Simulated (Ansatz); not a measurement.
Start from TiC in the rock salt structure (space group Fm-3m, No. 225; a = 4.261 Å; relaxed with 0.1 eV smearing).

Method: LDA in Ansatz (plane waves to 420 eV, PAW, no SOC).

For the base:

- Pressure = 0.0 GPa
- Band gap = zero

Perturbation: every lattice vector is stretched by 0.50 %, atoms relaxed at fixed cell.

Q: Predict the new energy relative to the base, pressure and band gap.

A: The energy goes up by 1.9 meV/atom; the pressure goes from zero to -4.1 GPa; the band gap remains zero.

The cells carry an imposed strain or load. No phonon test of stability was made. The final runs are not spin-polarised.

Ansatz is a first-principles code.
